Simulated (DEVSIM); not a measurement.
System: Schottky contact on n-type GaN, at 300 K.

Layer 1 from the left is GaN, thickness (μm) 6.70, Nd (cm⁻³) 8.7e16, τn (s) 7e-9, τp (s) 7e-9. Layer 2 from the left is GaN, thickness (μm) 1.60, Nd (cm⁻³) 9.7e17, τn (s) 7e-9, τp (s) 7e-9.

Left contact: Schottky, work function 5.05 eV, emission velocity 8.5e6 cm/s. Right contact: ohmic. Voltage is applied to the left contact. Recombination: SRH at mid-gap. Mobility is μmin + (μ − μmin)/(1 + (N/Nref)^α).

This is a model device: material constants are rounded textbook-type values typed into the input, and sizes, dopings and lifetimes were drawn at random. Values at 300 K.

GaN: gap (eV) 3.43, affinity (eV) 4.1, permittivity 9.5, Nc (cm⁻³) 2.3e18, Nv (cm⁻³) 4.6e19, μn (cm²/Vs) 1200, μp (cm²/Vs) 100, μn,min 55, μp,min 3, Nref,n 2e17, Nref,p 3e17, αn 1, αp 2.

Model (solved in DEVSIM): 1D drift-diffusion, Boltzmann statistics, complete ionisation; no tunnelling, impact ionisation, image-force lowering or self-heating. Metal contacts follow the ideal Schottky-Mott rule: no Fermi-level pinning, no interface dipoles.

Problem. What does the simulation give for the dark forward voltage at 100 A/cm², the dark forward voltage at 1 A/cm²?

Solution. dark forward voltage at 100 A/cm² 0.693 V; dark forward voltage at 1 A/cm² 0.566 V.
